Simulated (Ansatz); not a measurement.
Start from Cs₂SnI₆ (space group Fm-3m, No. 225; a = 11.5531 Å).

Method: Ansatz (a quantum-chemistry and plane-wave program), PBEsol, PAW, cutoff 420 eV, scalar-relativistic without spin-orbit coupling, earlier PAW set.

Base values:

```
Property                Value
-------------------  --------
Lattice parameter a  11.553 Å
```

Modification: La takes the place of Cs on all its sites, then cell and atoms are relaxed.

Problem. Estimate the effect on the lattice parameter a.

Solution. The lattice parameter a decreases by 0.609 Å (11.553 Å → 10.944 Å).

Stability against distortions was not tested. As relaxed here, La2SnI6 is a hypothetical phase, not in the database extracts checked. All final runs are without spin polarisation.
